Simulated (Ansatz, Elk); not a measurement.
# Mg7V (Fm-3m, 8 atoms in the cell) computed with different codes at matched settings

Self-consistent single point.

```
CELL_PARAMETERS angstrom
      0.00000     4.36171     4.36171
      4.36171     0.00000     4.36171
      4.36171     4.36171     0.00000
ATOMIC_POSITIONS crystal
  Mg 0.50000 0.50000 0.50000
  Mg 0.00000 0.00000 0.50000
  Mg 0.50000 0.50000 0.00000
  Mg 0.50000 0.00000 0.00000
  Mg 0.00000 0.50000 0.50000
  Mg 0.00000 0.50000 0.00000
  Mg 0.50000 0.00000 0.50000
  V  0.00000 0.00000 0.00000
```
Moments meant for the start (each program seeds them in its own way; μB, in the order of the atoms Mg Mg Mg Mg Mg Mg Mg V): 0.0 0.0 0.0 0.0 0.0 0.0 0.0 2.0.

Shared settings, as Ansatz (a program for electronic structure) writes them: kpoints.mp_grid.grid = 3 3 3; scf.occupations.method = fermi_dirac; scf.occupations.width = 0.0073 Ry. Potentials and cutoffs stand in the table.

```tsv
code	model	size of the net moment (μB/atom)	cutoff
Elk	PBEsol, all-electron FP-LAPW, Elk's shipped species files, APW+lo basis with extra local orbitals	0.02	rgkmax 8
Ansatz	PBEsol, PAW files made with PBE	0.24	default
```

The net moments differ, which can mean other magnetic states; other values may part for that reason too.

On Ansatz's run: with one magnetic atom in the cell only a parallel order is possible.

The spread over the programs that give each value: size of the net moment within 0.22 μB/atom.

Elk treats all electrons, but the usual bases taken here (sphere radii, linearisation, local orbitals, empty states) were not tested for convergence, so the values are no reference for the others.

The shared mesh is coarse (it stands for a supercell whose shortest vector is 19 Å), so the values are not converged in it.

The starting cell comes from a database of computed structures (which also holds hypothetical and non-ambient phases and stackings), without a prior relaxation at this level.

Left out of this page: GPAW (failed or unconverged); SIESTA (unsound by tests on forces, stress, charge or solver warnings).

Keys are those of Ansatz 0.2.
